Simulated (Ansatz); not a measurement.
# ZrB2: energy against strain

ZrB2 (AlB2 type, P6/mmm, 10.076 Å³/atom at rest, c along z) under a strain ε along a direction in the basal plane (axis x), the other axes held. PBEsol in Ansatz, a plane-wave DFT program (PAW, default set), 420 eV, 21×21×17 Γ-centred mesh, Fermi-Dirac smearing 0.10 eV; ions are relaxed within the symmetry of each cell.

Here s stands for strain and y for E less E0.

```
strain (%)  E less E0 (meV/atom)
----------  --------------------
-3.00                          ?
-1.50                       4.26
-1.00                       1.86
-0.50                       0.45
0.00                        0.00
0.50                        0.47
1.00                        1.83
1.50                        4.07
```

**Question.** Fit y against s with a parabola, and predict the withheld value at s = -3.00.

**Answer.** Least squares gives y = -0.003 - 0.0436·s + 1.8519·s². Residuals (row less fit): 0.031, -0.033, -0.032, 0.003, 0.032, 0.025, -0.028; standard error 0.037 (degrees of freedom: 4). Twice the quadratic coefficient over the volume, 2 × 1.8519 meV × 10⁴ × 0.1602 / 10.076 Å³, is the elastic constant C11 = 589 ± 5 GPa. At the withheld row, y = -0.003 - 0.0436 × (-3.0) + 1.8519 × (-3.0)² = 16.795 meV/atom. The calculation gives 17.63 meV/atom, 0.835 meV/atom above the prediction (4.7 % of the range of y in the table). The row lies outside the fitted rows, so this is an extrapolation. From the scatter of the fitted rows alone, a prediction at this place has a standard error of 0.141 meV/atom, so the miss is 5.9 times that.

One order more, fitted to all 13 runs of the series, follows each within 0.01, so the miss is the next term of a smooth law. In a metal these values are sensitive to mesh and smearing; energies are taken to zero smearing, stresses follow the free energy. Rows are the converged runs of the series near zero and its far end; series whose fitted rows scatter by over a few per cent of the range, as at a crossing or softening among them, aren't shown in this form. Most that stay on the fit to the last digits aren't either.
